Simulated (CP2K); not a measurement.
CP2K run on SnSb (Fm-3m, 2 atoms in the cell): self-consistent single point.

Computed with PBEsol, GPW, DZVP-MOLOPT-SR-GTH basis, GTH-PBE potentials (GTH_POTENTIALS) (CP2K).

```xyz
2
Lattice="4.3407 0.0000 0.0000 2.1703 3.7591 0.0000 2.1703 1.2530 3.5441" Properties=species:S:1:pos:R:3 pbc="T T T"
Sn     4.3407     2.5061     1.7721
Sb     0.0000     0.0000     0.0000
```

Reference input (self-consistent single point, DFT PBEsol, GPW, DZVP-MOLOPT-SR-GTH basis, GTH-PBE potentials (GTH_POTENTIALS)): CUTOFF = 400 Ry; REL_CUTOFF = 60 Ry; SMEAR/METHOD = FERMI_DIRAC; ELECTRONIC_TEMPERATURE = 1160.45 K; KPOINTS/SCHEME = MONKHORST-PACK 12 12 12; GAMMA_CENTERED = T; XC_FUNCTIONAL = PBE:PBESOL; Sn/BASIS_SET = DZVP-MOLOPT-SR-GTH-q4; Sn/POTENTIAL = GTH-PBE-q4; Sb/BASIS_SET = DZVP-MOLOPT-SR-GTH-q5; Sb/POTENTIAL = GTH-PBE-q5; METHOD = GPW. This run's input differs from it in these lines:

```diff
@@ -39,4 +39,3 @@
     &KPOINTS
-      SCHEME MONKHORST-PACK 12 12 12
-      GAMMA_CENTERED T
+      SCHEME MONKHORST-PACK 5 5 5
     &END KPOINTS
```

Output, abridged:

```
 SCF WAVEFUNCTION OPTIMIZATION

  Step     Update method      Time    Convergence         Total energy    Change
     1 NoMix/Diag. 0.30E+00      -     0.25388353        -9.1080414757 -9.11E+00
     2 Broy./Diag. 0.30E+00      -     0.01546859        -9.1050936273  2.95E-03
     3 Broy./Diag. 0.30E+00      -     0.02248533        -9.0392025906  6.59E-02
     4 Broy./Diag. 0.30E+00      -     0.00417499        -9.0119571985  2.72E-02
     5 Broy./Diag. 0.30E+00      -     0.00008450        -9.0070488674  4.91E-03
     6 Broy./Diag. 0.30E+00      -     0.00009175        -9.0066346674  4.14E-04
     7 Broy./Diag. 0.30E+00      -     0.00000274        -9.0066929284 -5.83E-05
     8 Broy./Diag. 0.30E+00      -     0.00000698        -9.0067423972 -4.95E-05
     9 Broy./Diag. 0.30E+00      -     0.00000025        -9.0067461805 -3.78E-06
    10 Broy./Diag. 0.30E+00      -     0.00000067        -9.0067459703  2.10E-07
    11 Broy./Diag. 0.30E+00      -     0.00000003        -9.0067459571  1.32E-08
  *** SCF run converged in    11 steps ***

  Overlap energy of the core charge distribution:               0.00000000013891
  Self energy of the core charge distribution:                -19.41352727251805
  Core Hamiltonian energy:                                      4.05266482222561
  Hartree energy:                                               8.77533350175490
  Exchange-correlation energy:                                 -2.42001822689588
  Electronic entropic energy:                                  -0.00119878181615
  Fermi energy:                                                 0.18229881915783

  Total energy:                                                -9.00674595711265
  Total energy (extrapolated to T->0):                         -9.00614656620457

   [... lines left out ...]

 STRESS| Analytical stress tensor [bar]
 STRESS|                        x                   y                   z
 STRESS|      x        1.32763500537E+04   3.12888210859E-03   2.52005939390E-03
 STRESS|      y        3.12888210859E-03   1.32762581138E+04   7.12412162614E-02
 STRESS|      z        2.52005939390E-03   7.12412162614E-02   1.32762215280E+04
 STRESS| 1/3 Trace                                             1.32762765652E+04
```

The run converged in 11 iterations. Against the reference run the free energy goes up by 5.6 meV/atom and the pressure goes from 1.51 to 1.33 GPa.

The starting cell comes from a database of computed structures (which also holds hypothetical and non-ambient phases and stackings), without a prior relaxation at this level. Values carry the incompleteness of an atom-centred basis. The potentials were made for another functional than the one used.
